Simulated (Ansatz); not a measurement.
# CuPd (within 0.1 Å of Pm-3m, No. 221, 2 atoms in the cell; start mp-1225656)

Computed with r²SCAN (plane waves, PAW; Ansatz, a program for electronic structure).

Run with plane-wave cutoff 560 eV, 22×22×14 k mesh (along the axes of the cell as run), Fermi–Dirac smearing 0.05 eV, no spin polarisation, scalar-relativistic PAW data made under PBE.

Cell (relaxed at this level):

CuPd is taken in the cubic space group Pm-3m (No. 221), the CsCl type structure, Pearson symbol cP2. Conventional cell: a = 2.982 Å, b = 2.982 Å, c = 2.982 Å, α = 90.00°, β = 90.00°, γ = 90.00°. Cu on 1a is surrounded by 8 Pd at 2.582 Å and 6 Cu at 2.982 Å. Pd on 1b is surrounded by 8 Cu at 2.582 Å and 6 Pd at 2.982 Å. (Neighbours: up to the widest gap in distance over summed covalent radii, below 1.35, at either atom.)

For CuPd (within 0.1 Å of Pm-3m, No. 221, 2 atoms in the cell; start mp-1225656), the bulk modulus is 173 GPa.

Note: the run has no spin polarisation, so it can have missed a magnetic state; the bulk modulus is −V dP/dV from two relaxed cells at ±2 % in volume.

Computed values are for the static lattice.

A start named mp-… is a Materials Project structure, which need not be a measured phase.
